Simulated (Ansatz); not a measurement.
Input:

```
CELL_PARAMETERS angstrom
      0.00000     2.37541     2.10058
      2.37541     0.00000     2.10058
      2.37541     2.37541     0.00000
ATOMIC_POSITIONS crystal
  Ga 0.00000 0.00000 0.00000
  N  0.25000 0.25000 0.25000
```

Level of theory: r2SCAN with spin-orbit coupling, rigid bands (plane waves, PAW; Ansatz, a first-principles code). Condition of this run: biaxial stress in (001) of -12 GPa (compression positive) (the target of the relaxation). Geometry: cell and atoms relaxed with PBEsol, then loaded as said.

Q: Predict the electron conductivity mass (n e² τ/σ) at 300 K, by direction if it differs.

A: 0.167 (x), 0.167 (y), 0.144 (z) mₑ.

Q: Predict the hole conductivity mass (n e² τ/σ) at 300 K, by direction if it differs.

A: 0.97 (x), 0.97 (y), 0.24 (z) mₑ.

Q: And the band gap?

A: 1.55 eV at this level; semilocal functionals usually fall short of the measured gap.

Rigid bands, one relaxation time for all states, no polarons. Geometry: cell and atoms relaxed with PBEsol.
